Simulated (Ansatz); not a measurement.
Consider CdSiP$_{2}$ in the chalcopyrite structure (space group I-42d, No. 122; a = 5.7239 Å, c = 10.5825 Å). Axes: x, y, z lie along a, b, c of the conventional cell.

Level of theory: plane-wave PAW DFT at the PBE level (Ansatz, a first-principles code, 420 eV), spin-orbit coupling left out.

For the base:

| Item | Value |
|---|---|
| Electron mass | 0.70 mₑ along c, 0.28 mₑ across (at Γ) |

It is then changed as follows: compressive biaxial strain of 0.49 % in the plane normal to [001], as in epitaxy on a mismatched substrate; the out-of-plane cell vector and the atoms relax.

Question: What happens to the electron mass and out-of-plane strain?

Answer: The electron mass goes from 0.70 mₑ along c, 0.28 mₑ across (at Γ) to 0.70 mₑ out of plane, 0.28 mₑ in plane (at Γ); the out-of-plane strain comes out as +0.57 %.

The levels and masses belong to the bands next to the band gap. Masses are band curvatures over ±0.01 Å⁻¹ around the edge. Whether these cells are dynamically stable was not tested.
